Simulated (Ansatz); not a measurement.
Data:

```yaml
crystal:
  lattice:
    - [0.00000, 2.93916, 2.93916]
    - [2.93916, 0.00000, 2.93916]
    - [2.93916, 2.93916, 0.00000]
  atoms:
    - { symbol: In, position: [0.00000, 0.00000, 0.00000] }
    - { symbol: P, position: [0.25000, 0.25000, 0.25000] }
```

Method: r2SCAN, rigid bands (plane waves, PAW, scalar-relativistic; Ansatz, a first-principles code). Condition of this run: functional r2SCAN on the same cell. Cell: cell and atoms relaxed with PBEsol.

Question: Predict the electron conductivity mass (n e² τ/σ) at 300 K, by direction if it differs.

Answer: 0.089 mₑ.

Question: And the band gap?

Answer: 1.11 eV at this level; semilocal functionals usually fall short of the measured gap.

Rigid bands, one relaxation time for all states, no polarons. Spin-orbit coupling is left out; where it splits the top of the valence band it changes the hole mass and lowers the gap by about a third of the splitting. Geometry: cell and atoms relaxed with PBEsol.
